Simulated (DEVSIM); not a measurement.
## Si p+/n-/n+ power diode

Structure: Si p+/n-/n+ power diode, at 300 K.

| layer (left to right) | material | thickness (μm) | Nd (cm⁻³) | Na (cm⁻³) | τn (s) | τp (s) |
|---|---|---|---|---|---|---|
| 1 | Si | 1.10 | - | 3.6e18 | 3.9e-5 | 3.9e-5 |
| 2 | Si | 30.0 | 1.8e16 | - | 3.9e-5 | 0.00039 |
| 3 | Si | 1.30 | 2.5e18 | - | 3.9e-5 | 3.9e-5 |

Left contact: ohmic. Right contact: ohmic. Voltage is applied to the left contact. Recombination: SRH at mid-gap. Mobility is μmin + (μ − μmin)/(1 + (N/Nref)^α).

This is a model device: material constants are rounded textbook-type values typed into the input, and sizes, dopings and lifetimes were drawn at random. Values at 300 K.

```
parameter           Si
-------------  -------
gap (eV)         1.124
affinity (eV)     4.05
permittivity      11.7
Nc (cm⁻³)      2.86e19
Nv (cm⁻³)       3.1e19
μn (cm²/Vs)       1417
μp (cm²/Vs)        470
μn,min              52
μp,min              45
Nref,n          9.7e16
Nref,p          2.2e17
αn                0.68
αp                0.72
```

Model (solved in DEVSIM): 1D drift-diffusion, Boltzmann statistics, complete ionisation; no tunnelling, impact ionisation, image-force lowering or self-heating.

The potential step across the device at zero bias comes out as 1.005 V. The dark forward voltage at 1 A/cm² is 0.742 V and the dark forward voltage at 100 A/cm² comes out as 0.869 V.

Dark forward current:

```
V (V)  J (A/cm²)
-----  ---------
0.05     2.3e-11
0.10     9.6e-11
0.15     3.6e-10
0.20      1.5e-9
0.25      7.6e-9
0.30      4.4e-8
0.35      2.8e-7
0.40      1.9e-6
0.45      1.3e-5
0.50      9.0e-5
0.55     0.00062
0.60      0.0043
0.65       0.029
0.70        0.20
0.75         1.4
0.80         8.9
0.85          54
0.90         280
0.95        1100
1.00        3400
```
